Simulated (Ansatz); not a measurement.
# MgS: band gap against strain

MgS (rock salt, Fm-3m, 17.394 Å³/atom at rest) under an equal strain ε in the (001) plane with the normal axis free, as in a coherent film. PBEsol in Ansatz, a plane-wave DFT program (PAW, default set), 420 eV, 11×11×11 Γ-centred mesh, Fermi-Dirac smearing 0.05 eV; ions are relaxed within the symmetry of each cell. Gaps are the smallest over the k-mesh and a band path, without spin-orbit coupling; in all rows the valence edge lies at Γ and the conduction edge at about 1.2 Å⁻¹ from Γ.

Here s stands for strain and Eg for gap.

| strain (%) | gap (eV) |
|---|---|
| -3.00 | ? |
| -1.50 | 2.67 |
| -1.00 | 2.69 |
| -0.50 | 2.71 |
| 0.00 | 2.73 |

Fit Eg of the 4 rows that show it with a straight line. Means: s -0.75000, Eg 2.700. About the means, the sum of products is 0.050000 and the sum of squares of s is 1.2500; the slope is their ratio. Least squares gives Eg = 2.730 + 0.0400·s. Residuals (row less fit): 0.000, 0.000, 0.000, 0.000; standard error 0.000 (degrees of freedom: 2). Over these rows the gap moves by 4.0 ± 0.3 eV per unit strain.

Predict the withheld Eg at s = -3.00 from the fit, and compare with the calculation.

Eg = 2.730 + 0.0400 × (-3.0) = 2.610 eV. The calculation gives 2.62 eV, 0.010 eV above the prediction (9.1 % of the range of Eg in the table). The row lies outside the fitted rows, so this is an extrapolation. The fitted rows scatter only by rounding.

Rows are the converged runs of the series near zero and its far end; series whose fitted rows scatter by over a few per cent of the range, as at a crossing or softening among them, aren't shown in this form. Most that stay on the fit to the last digits aren't either.
